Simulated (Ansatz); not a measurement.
Functionals compared on N on the 1x1 (110) surface of 3C silicon carbide (cut with top plane C + Si), one in a 2x2 cell, started at the site 'over Si at depth 1.5 Å', in Ansatz (plane waves, PAW). The structure was relaxed with PBE; the other rows are single points on it, each with its references at the same level. Cutoff 420 eV (500 eV for r2SCAN).

Host crystal: 3C silicon carbide, with a band gap (PBE, scalar-relativistic without spin-orbit coupling).

Set-up: 49 atoms, 7.7 Å thick at the start under the adsorbate (thin: gaps and levels are the slab's own); mesh 3x3x1; 0.01 eV smearing; dipole correction on; 24 atoms held, the rest relaxed; start symmetry kept, larger cells not searched; spin-polarised, ending with about 1.0 μB a cell; orders that need a larger cell were not tried, no spin-orbit, no U, no dispersion correction. At the end it is bonded to C + 2 Si. In PBE this state lies 0.08 eV over the lowest of the starts that converged ('top C'). These notes are the PBE run's. r2SCAN: The program's check for a lower electronic state was not made. Adsorption energies are against ½ N2(g). A negative adsorption energy means that the adsorbate is more stable on the surface than in its reference.

```json
[
 {"functional": "PBE", "adsorption energy (eV)": "0.80", "magnetic moment of the cell (μB)": "1.00", "rough cost of the single point": "–"},
 {"functional": "RPBE", "adsorption energy (eV)": "(withheld)", "magnetic moment of the cell (μB)": "1.00", "rough cost of the single point": "roughly 7 core-minutes"},
 {"functional": "r2SCAN", "adsorption energy (eV)": "0.86", "magnetic moment of the cell (μB)": "1.00", "rough cost of the single point": "roughly 10 core-minutes"}
]
```

### Question
What belongs in the gaps?

### Answer

- RPBE, adsorption energy (eV): 0.96

Ansatz is a quantum-chemistry and plane-wave program.
